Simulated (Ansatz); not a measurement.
Base system: HfS$_{2}$ in the CdI2 type structure (space group P-3m1, No. 164; layered, stacked along the Cartesian z axis).

```yaml
crystal:
  lattice:
    - [3.54747, 0.00000, 0.00000]
    - [-1.77373, 3.07220, 0.00000]
    - [0.00000, 0.00000, 5.57685]
  atoms:
    - { symbol: Hf, position: [0.00000, 0.00000, 0.00000] }
    - { symbol: S, position: [0.66667, 0.33333, 0.26190] }
    - { symbol: S, position: [0.33333, 0.66667, 0.73810] }
```

Cartesian axes are those of the cell as printed.

All numbers come from PBEsol-D3(BJ) (Ansatz, a first-principles code), no spin-orbit coupling.

Strains are applied to the cell and any free atomic positions relax.

One change was made to it. Results:

```tsv
quantity	base	after
energy relative to the base (free energy F)	0 meV/atom	+6.4 meV/atom
valence-band top at Γ (three highest levels, from the VBM)	0.00, -0.29, -0.29 eV	0.00, -0.12, -0.30 eV
```

Task: What was done to the base?
(A) uniaxial strain ε_xx = −1.00 %
(B) uniaxial strain ε_xx = −2.50 %
(C) uniaxial strain ε_xx = +0.50 %
(D) uniaxial strain ε_xx = −3.00 %

Result: B, uniaxial strain ε_xx = −2.50 %. For comparison, the energy relative to the base in the other runs: uniaxial strain ε_xx = −1.00 % gives +1.0 meV/atom; uniaxial strain ε_xx = +0.50 % gives +0.2 meV/atom; uniaxial strain ε_xx = −3.00 % gives +9.3 meV/atom.

Spin-orbit coupling, missing from the scalar runs, can matter with Hf. The levels and masses belong to the bands next to the band gap. No phonon test of stability was made.
